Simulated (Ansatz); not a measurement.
Start from MoTe$_{2}$ in the 2H-MoS2 type structure (space group P6_3/mmc, No. 194; a = 3.5419 Å, c = 14.1820 Å; layered, stacked along the Cartesian z axis). Axes: x lies along a and z along c of the hexagonal cell.

Level of theory: r2SCAN+rVV10 (Ansatz, a quantum-chemistry and plane-wave program; PAW; 500 eV plane waves; without spin-orbit coupling), earlier PAW set.

Strains are applied to the cell and any free atomic positions relax.

One change was made to it. Results:

| quantity | base | after |
|---|---|---|
| energy relative to the base (free energy F) | 0 meV/atom | +5.5 meV/atom |
| largest internal atomic displacement | – | 0.036 Å |

### Question
Which change produced these results?
A. strain tensor (xx, yy, zz, yz, xz, xy) = (+0.70, −1.58, +0.75, −2.79, −0.73, +1.43) %
B. isotropic strain −0.62 %
C. isotropic strain −2.54 %
D. isotropic strain −1.26 %

### Answer
D, isotropic strain −1.26 %. For comparison, the energy relative to the base in the other runs: isotropic strain −0.62 % gives +1.3 meV/atom; isotropic strain −2.54 % gives +23 meV/atom; strain tensor (xx, yy, zz, yz, xz, xy) = (+0.70, −1.58, +0.75, −2.79, −0.73, +1.43) % gives +10 meV/atom.

Whether these cells are dynamically stable was not tested.
